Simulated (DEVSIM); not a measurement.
System: Cr/AlN/p-Ge capacitor, at 350 K.

Layer 1 from the left is AlN, thickness (nm) 10.0. Layer 2 from the left is Ge, thickness (nm) 4700, Na (cm⁻³) 1.6e16.

Metal gate on the left, work function 4.5 eV. Fixed charge at the semiconductor interface 6e10 cm⁻² (in units of +e); no interface traps.

The device is made up for the run: typed textbook-type constants, with dimensions and the other settings drawn at random. Values at 300 K; Nc and Nv go as T^1.5, mobilities as T to minus their exponent, the gap by Varshni's rule with the affinity fixed.

AlN: gap (eV) 6.1, affinity (eV) 1.9, permittivity 8.5. Ge: gap (eV) 0.664, affinity (eV) 4, permittivity 16, Nc (cm⁻³) 1.04e19, Nv (cm⁻³) 6e18, Varshni α (eV/K) 0.000477, Varshni β (K) 235.

Simulated with DEVSIM: 1D Poisson equation in equilibrium, Boltzmann statistics, complete ionisation; no quantum confinement or tunnelling. Metal contacts follow the ideal Schottky-Mott rule: no Fermi-level pinning, no interface dipoles.

What does the simulation give for the threshold voltage (band bending 2φF)?

threshold voltage (band bending 2φF) 0.34 V.
